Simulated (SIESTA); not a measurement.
A self-consistent single point of CaBHO3 (P2_1, 12 atoms in the cell) with SIESTA.

Method: GGA PBEsol, numerical atomic orbitals DZP, PseudoDojo PBEsol standard norm-conserving potentials (rewritten from UPF to PSML) (SIESTA).

```xyz
12
Lattice="3.5817 0.0000 0.0000 0.0000 5.4581 0.0000 -0.2775 0.0000 6.8705" Properties=species:S:1:pos:R:3 pbc="T T T"
Ca     2.5020     4.0352     4.4113
Ca     0.8022     1.3061     2.4592
B      0.5948     1.3316     5.3058
B      2.7094     4.0606     1.5648
H     -0.1256     2.2968     6.8545
H      3.4297     5.0259     0.0160
O      0.1923     1.3835     6.6759
O      3.1119     4.1126     0.1946
O      0.7461     0.1130     4.7160
O      2.5580     2.8421     2.1545
O      2.5778     5.2329     2.2673
O      0.7264     2.5039     4.6033
```

Reference input (self-consistent single point, DFT, GGA PBEsol, numerical atomic orbitals DZP, PseudoDojo PBEsol standard norm-conserving potentials (rewritten from UPF to PSML)): XC.functional = GGA; XC.authors = PBEsol; potentials = PseudoDojo PBEsol standard; PAO.BasisSize = DZP; PAO.EnergyShift = 0.01 Ry; MeshCutoff = 400 Ry; kgrid.MonkhorstPack = 5 3 3; OccupationFunction = FD; ElectronicTemperature = 10 K; MaxSCFIterations = 150; SCF.Mixer.Method = Pulay; SCF.Mixer.Weight = 0.1. This run's input differs from it in these lines:

```diff
@@ -42,3 +42,3 @@
     0   3   0  0.0
-    0   0   3  0.0
+    0   0   3  0.5
 %endblock kgrid.MonkhorstPack
```

The program printed (abridged):

```
        iscf     Eharris(eV)        E_KS(eV)     FreeEng(eV)     dDmax    Ef(eV) dHmax(eV)
   scf:    1    -4978.586307    -4989.340211    -4989.340211  1.524244 -6.252823  7.904601
   scf:    2    -4994.090852    -4991.835057    -4991.835057  0.052543 -6.449269  5.842279
   scf:    3    -4995.521368    -4994.797359    -4994.797359  0.193252 -7.119779  1.108131
   scf:    4    -4994.202157    -4994.668428    -4994.668428  0.038665 -7.523800  1.605708
   scf:    5    -4995.000177    -4994.876025    -4994.876025  0.032331 -4.286684  0.440508
   scf:    6    -4994.880498    -4994.891708    -4994.891708  0.012228 -4.355213  0.190410
   scf:    7    -4994.897958    -4994.895885    -4994.895885  0.003994 -4.406697  0.054446
   scf:    8    -4994.896276    -4994.896326    -4994.896326  0.006026 -4.395977  0.026184
   scf:    9    -4994.896411    -4994.896376    -4994.896376  0.000752 -4.390720  0.016412
   scf:   10    -4994.896406    -4994.896397    -4994.896397  0.000787 -4.394747  0.004037
   scf:   11    -4994.896399    -4994.896398    -4994.896398  0.000137 -4.392981  0.000406
   scf:   12    -4994.896398    -4994.896398    -4994.896398  0.000018 -4.392903  0.000515
SCF Convergence by DM+H criterion
max |DM_out - DM_in|         :     0.0000181113
max |H_out - H_in|      (eV) :     0.0005145790
SCF cycle converged after 12 iterations

Using DM_out to compute the final energy and forces

siesta: E_KS(eV) =            -4994.8964

siesta: E_KS - E_eggbox =     -4994.8964

siesta: Atomic forces (eV/Ang):
     1    0.110867   -0.036474    0.388168
     2   -0.110867   -0.036474   -0.388168
     3    0.008605    0.103335    0.023280
     4   -0.008605    0.103335   -0.023280
     5   -0.216177    0.676306    0.130925
     6    0.216177    0.676306   -0.130925
     7    0.085955   -0.568660    0.002931
     8   -0.085955   -0.568660   -0.002931
     9   -0.057622   -0.262929   -0.145504
    10    0.057622   -0.262929    0.145504
    11    0.039592    0.079587    0.117506
   [... lines left out ...]
siesta: FreeEng =     -4994.896398
   [... lines left out ...]
siesta:    -0.007178   -0.000000   -0.000164
siesta:     0.000000   -0.004039   -0.000000
siesta:    -0.000165   -0.000000    0.013118

siesta: Cell volume =        134.313772 Ang**3

siesta: Pressure (static):
siesta:                Solid            Molecule  Units
siesta:          -0.00000690         -0.00011654  Ry/Bohr**3
siesta:          -0.00063384         -0.01070005  eV/Ang**3
siesta:          -1.01552365        -17.14336503  kBar
```

The run converged in 12 iterations. Against the reference run the free energy hardly moves (within 1 meV/atom), the pressure stays at -0.10 GPa, the largest force stays at 0.722 eV/Å and the gap on the mesh goes from 4.274 to 4.420 eV.

The starting cell comes from a database of computed structures (which also holds hypothetical and non-ambient phases and stackings), without a prior relaxation at this level. Values carry the incompleteness of an atom-centred basis. The basis of the alkali or alkaline-earth atoms may lack their empty d shell, which can raise the gap. Another mesh or the band path of this cell gives a smaller gap, so this value is not converged in the mesh.

Cost on one core of a shared machine: roughly 50 s.
